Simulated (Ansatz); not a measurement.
Base system: ZrIr₃ in the Cu3Au type structure (space group Pm-3m, No. 221; a = 3.934 Å; relaxed with 0.1 eV smearing). Axes: x, y, z lie along the cube axes.

Computed with Ansatz (a program for electronic structure) PBEsol, scalar-relativistic without spin-orbit coupling.

Perturbation: uniaxial strain ε_xx = −4.58 %, all other strain components held at zero, atoms relaxed at fixed cell.

Question: Predict the stress tensor and what it implies for the stiffness.

Answer: Stress of the strained cell less that of the base (GPa, compression positive):
```
   23.8     0.0     0.0
    0.0    11.8     0.0
    0.0     0.0    11.8
```

Then −Δσ_ii/ε with ε = -0.0458 gives secant stiffness values (nonlinear terms included at this strain): C11 ≈ 520 GPa, C12 ≈ 259 GPa and C13 ≈ 259 GPa.

As a check, the harmonic strain energy −½ V₀ Δσ:ε is 52 meV/atom; the computed energy rise is 49 meV/atom.

Whether these cells are dynamically stable was not tested. All final runs are without spin polarisation.
